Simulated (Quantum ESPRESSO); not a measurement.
A self-consistent single point of SrCd (P1, 2 atoms in the cell) with Quantum ESPRESSO.

Computed with PBEsol, GBRV 1.5 ultrasoft (PBESOL) pseudopotentials (plane waves; Quantum ESPRESSO).

The change in words: atoms moved at random. Reference geometry:
```yaml
crystal:
  lattice:
    - [4.06670, 0.00000, 0.00000]
    - [0.00000, 4.06670, 0.00000]
    - [0.00000, 0.00000, 4.06670]
  atoms:
    - { symbol: Sr, position: [0.50000, 0.50000, 0.50000] }
    - { symbol: Cd, position: [0.00000, 0.00000, 0.00000] }
```

Reference input (self-consistent single point, DFT, PBEsol, plane waves, GBRV 1.5 ultrasoft (PBESOL) pseudopotentials): ecutwfc = 40 Ry; ecutrho = 200 Ry; occupations = smearing; smearing = fd; degauss = 0.0073499 Ry; potentials = {Sr: sr_pbesol_v1.uspp.F.UPF, Cd: cd_pbesol_v1.uspp.F.UPF}; K_POINTS = automatic 11 11 11 0 0 0; conv_thr = 1e-11 Ry. This run's input differs from it in these lines:

```diff
@@ -29,4 +29,4 @@
 ATOMIC_POSITIONS {angstrom}
-Sr    2.033352000    2.033352000    2.033352000
-Cd    0.000000000    0.000000000    0.000000000
+Sr    2.041851411    2.041139738    2.030517507
+Cd   -0.008499411   -0.007787738    0.002834493
 K_POINTS {automatic}
```

The program printed (abridged):

```
     G-vector sticks info
     --------------------
     sticks:   dense  smooth     PW     G-vecs:    dense   smooth      PW
     Sum         949     749    225                21823    15515    2553

     bravais-lattice index     =            0
     lattice parameter (alat)  =       7.6850  a.u.
     unit-cell volume          =     453.8625 (a.u.)^3
   [... lines left out ...]
     1.0000   1.0000   0.8993   0.6597   0.0000   0.0000   0.0000

          k = 0.0909-0.4545-0.4545 (  1945 PWs)   bands (ev):

   -28.1017 -10.2396 -10.2389 -10.0604  -0.8654  -0.7926  -0.7913  -0.7765
    -0.6228   4.6065   7.4104   7.5631   9.0402  11.2899  11.4740

     occupation numbers
     1.0000   1.0000   1.0000   1.0000   1.0000   1.0000   1.0000   1.0000
     1.0000   1.0000   0.8993   0.6597   0.0000   0.0000   0.0000

          k = 0.4545 0.0909-0.4545 (  1945 PWs)   bands (ev):

   -28.1017 -10.2396 -10.2389 -10.0604  -0.8654  -0.7926  -0.7914  -0.7765
    -0.6228   4.6065   7.4104   7.5631   9.0402  11.2899  11.4741

     occupation numbers
     1.0000   1.0000   1.0000   1.0000   1.0000   1.0000   1.0000   1.0000
     1.0000   1.0000   0.8993   0.6597   0.0000   0.0000   0.0000

   [... 243 blocks of this kind left out ...]

     the Fermi energy is     7.6293 ev

!    total energy              =    -184.59133421 Ry
     estimated scf accuracy    <          5.3E-12 Ry
     smearing contrib. (-TS)   =      -0.00380279 Ry
     internal energy E=F+TS    =    -184.58753142 Ry

     The total energy is F=E-TS. E is the sum of the following terms:
     one-electron contribution =     -50.52555344 Ry
     hartree contribution      =      38.12356838 Ry
     xc contribution           =     -57.05827774 Ry
     ewald contribution        =    -115.12726863 Ry

     convergence has been achieved in  10 iterations

     negative rho (up, down):  8.348E-02 0.000E+00

     Forces acting on atoms (cartesian axes, Ry/au):

     atom    1 type  1   force =    -0.00104836   -0.00096063    0.00034974
     atom    2 type  2   force =     0.00104836    0.00096063   -0.00034974

     Total force =     0.002071     Total SCF correction =     0.000001

     negative rho (up, down):  8.348E-02 0.000E+00
          total   stress  (Ry/bohr**3)                   (kbar)     P=      -17.19
  -0.00011688   0.00000025  -0.00000009          -17.19        0.04       -0.01
   0.00000025  -0.00011686  -0.00000008            0.04      -17.19       -0.01
  -0.00000009  -0.00000008  -0.00011679           -0.01       -0.01      -17.18

   JOB DONE.
```

The run converged in 10 iterations. Against the reference run the free energy hardly moves (within 1 meV/atom), the pressure stays at -1.72 GPa and the largest force goes from 0.000 to 0.038 eV/Å.

The starting cell comes from a database of computed structures (which also holds hypothetical and non-ambient phases and stackings), without a prior relaxation at this level. Its lattice was rescaled by a random factor within 2.5 % of one. For this run, on top of that: atoms moved at random.

Cost on one core of a shared machine: roughly 6 min.
